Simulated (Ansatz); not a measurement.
## Hypothetical Fm-3m MoTe2, response to strain

Consider MoTe2 (space group Fm-3m, No. 225; a hypothetical phase, not in the database extracts checked; relaxed with 0.1 eV smearing).

```xyz
3
Lattice="0.0000 3.3223 3.3223 3.3223 0.0000 3.3223 3.3223 3.3223 0.0000" Properties=species:S:1:pos:R:3 pbc="T T T"
Mo     0.0000     0.0000     0.0000
Te     1.6611     1.6611     1.6611
Te     4.9834     4.9834     4.9834
```

Cartesian axes are those of the cell as printed.

Strains are applied to the cell and any free atomic positions relax; under biaxial strain the out-of-plane vector relaxes too.

The values are results of DFT with r2SCAN, PAW potentials and a 500 eV plane-wave cutoff in Ansatz (a first-principles code), no SOC, not measurements.

Notes on the quantities. energy relative to the base: free energy F; pressure: mean of the normal stresses, compression positive.

| change | energy relative to the base | pressure | space group | shortest interatomic distance |
|---|---|---|---|---|
| base | 0 meV/atom | 0.0 GPa | Fm-3m (No. 225) | 2.877 Å |
| biaxial strain −1.06 %, plane normal [001], relaxed out of plane | +1.5 meV/atom | 0.7 GPa | I4/mmm (No. 139) | 2.870 Å |
| biaxial strain −0.74 %, plane normal [001], relaxed out of plane | +0.7 meV/atom | 0.4 GPa | I4/mmm (No. 139) | 2.873 Å |
| biaxial strain +2.47 %, plane normal [111], relaxed out of plane | +5.1 meV/atom | -0.8 GPa | R-3m (No. 166) | 2.822 Å |
| isotropic strain +2.56 % | +38 meV/atom | -5.9 GPa | Fm-3m (No. 225) | 2.951 Å |
| tensor shear ε_yz = −1.99 % | +1.8 meV/atom | 0.0 GPa | Immm (No. 71) | 2.855 Å |

Stability against distortions was not tested. All final runs are without spin polarisation. MoTe2 has a high density of states at the Fermi level and may be magnetic at this level.
